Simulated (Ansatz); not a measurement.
Base system: ZnO in the wurtzite structure (space group P6_3mc, No. 186).

```
CELL_PARAMETERS angstrom
      3.18693     0.00000     0.00000
     -1.59347     2.75997     0.00000
      0.00000     0.00000     5.15257
ATOMIC_POSITIONS crystal
  Zn 0.33333 0.66667 0.00180
  Zn 0.66667 0.33333 0.50180
  O  0.33333 0.66667 0.38020
  O  0.66667 0.33333 0.88020
```

Method: plane-wave PAW DFT at the LDA level (Ansatz, an electronic-structure program, 420 eV), without spin-orbit coupling.

Strains are applied to the cell and any free atomic positions relax.

One change was made to it. Results:

```csv
quantity,base,after
"pressure (mean of the normal stresses, compression positive)",0.00 GPa,6.33 GPa
width of the top valence band,1.93 eV,2.02 eV
gap character,direct at Γ,direct at Γ
band gap,0.80 eV,0.86 eV
energy relative to the base (free energy F),0 meV/atom,+7.7 meV/atom
```

Question: Which change produced these results?
A) isotropic strain −3.00 %
B) isotropic strain −1.80 %
C) isotropic strain −1.20 %

Answer: C, isotropic strain −1.20 %. For comparison, the energy relative to the base in the other runs: isotropic strain −3.00 % gives +51 meV/atom; isotropic strain −1.80 % gives +18 meV/atom.

Stability against distortions was not tested.
